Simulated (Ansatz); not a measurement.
The cell is built on a prototype and need not be the phase stable at ambient conditions.

By r2SCAN, the system below comes out a metal.

Consider the following.

```
CELL_PARAMETERS angstrom
      2.58745     0.00000     0.00000
      0.00000     3.65921     0.00000
      0.00000     1.82961     1.82961
ATOMIC_POSITIONS crystal
  Al 0.00000 0.00000 0.00000
  N  0.50000 0.50000 0.00000
```

Space group of this cell: Pm-3m, CsCl type. The cell was relaxed by PBE-D3(BJ).

The current flows along the normal of the first two printed cell vectors. No spin-orbit coupling; the value is a mean over 0.1 eV about the Fermi level.

Question: State the ballistic conductance per area according to r2SCAN (Ansatz, a program for electronic structure).

Answer: 0.58 × 10¹⁵ S/m² for both spins.
